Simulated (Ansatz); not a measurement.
LaTiO₂N (Imma, No. 74, 10 atoms in the cell; start mp-1222753), treated with r²SCAN (Ansatz, an electronic-structure program, plane waves, PAW).

Settings: plane-wave cutoff 560 eV, 10×10×10 k mesh, Fermi–Dirac smearing 0.01 eV, no spin polarisation, scalar-relativistic PAW data made under PBE.

Cell (relaxed with PBEsol):

```xyz
10
Lattice="-2.7387 3.9508 2.7716 2.7387 -3.9508 2.7716 2.7387 3.9508 -2.7716" Properties=species:S:1:pos:R:3 pbc="T T T"
La     0.0000     5.9261     0.0143
La     2.7387    -1.9754     2.7573
Ti     0.0000     0.0000     2.7716
Ti     2.7387     0.0000     0.0000
N      2.7387     1.9754     0.3720
N      0.0000     1.9754     2.3996
O      1.3693    -0.2801     1.3858
O      1.3693     4.2309     1.3858
O     -1.3693     4.2309     1.3858
O      1.3693     3.6706    -1.3858
```

Q: Predict the band gap and smallest direct gap on the k points sampled.

A: 
- band gap: 1.31 eV
- smallest direct gap on the k points sampled: 1.32 eV

Note: cell and atoms aren't relaxed at this level (largest force component 0.07 eV/Å, pressure 4.2 GPa).

Spin–orbit coupling is not included.

A start named mp-… is a Materials Project structure, which need not be a measured phase.
